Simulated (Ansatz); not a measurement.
System: fluorite AuAl2. Method: BLYP (PAW; Ansatz, a quantum-chemistry and plane-wave program).

Settings: plane-wave cutoff 520 eV, 16×16×16 k mesh, Fermi–Dirac smearing 0.05 eV, scalar-relativistic PAW data made under PBE.

Cell (relaxed at this level):

```cif
data_Al2Au
_chemical_formula_sum 'Al2 Au1'
_space_group_name_H-M_alt 'P 1'
_space_group_IT_number 1
_cell_length_a 4.34219
_cell_length_b 4.34219
_cell_length_c 4.34219
_cell_angle_alpha 60.000
_cell_angle_beta 60.000
_cell_angle_gamma 60.000
loop_
_space_group_symop_operation_xyz
  'x, y, z'
loop_
_atom_site_label
_atom_site_type_symbol
_atom_site_fract_x
_atom_site_fract_y
_atom_site_fract_z
_atom_site_occupancy
Al1 Al 0.25000 0.25000 0.25000 1
Al2 Al 0.75000 0.75000 0.75000 1
Au1 Au 0.00000 0.00000 0.00000 1
```

**Question.** Estimate the bulk modulus B0 and pressure derivative B′ of the bulk modulus that the calculation returns.

**Answer.** 
- bulk modulus B0: 86.8 GPa
- pressure derivative B′ of the bulk modulus: 5.4

The run finds no gap.

Spin–orbit coupling is not included; it can shift volumes and moduli of such heavy elements.

Computing time: roughly 2.6 core-minutes.
